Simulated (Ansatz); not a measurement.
Start from ZrSi2 (space group Cmcm, No. 63; a = 3.704 Å, b = 14.792 Å, c = 3.679 Å).

Computed with PBE/PAW in Ansatz (an electronic-structure program), without spin-orbit coupling.

One change was made to it. Results:

The shortest interatomic distance falls by 0.007 Å (2.420 Å → 2.413 Å); the band gap stays zero.

Task: What was done to the base?
(A) pressure 22.5 GPa
(B) pressure 9 GPa
(C) pressure 2.1 GPa

Result: C, pressure 2.1 GPa. For comparison, the shortest interatomic distance in the other runs: pressure 9 GPa gives 2.396 Å; pressure 22.5 GPa gives 2.373 Å.

Load acts through the strain it causes; cell and atoms are relaxed under it. Whether these cells are dynamically stable was not tested. Competing high-pressure phases were not computed. All final runs are without spin polarisation.
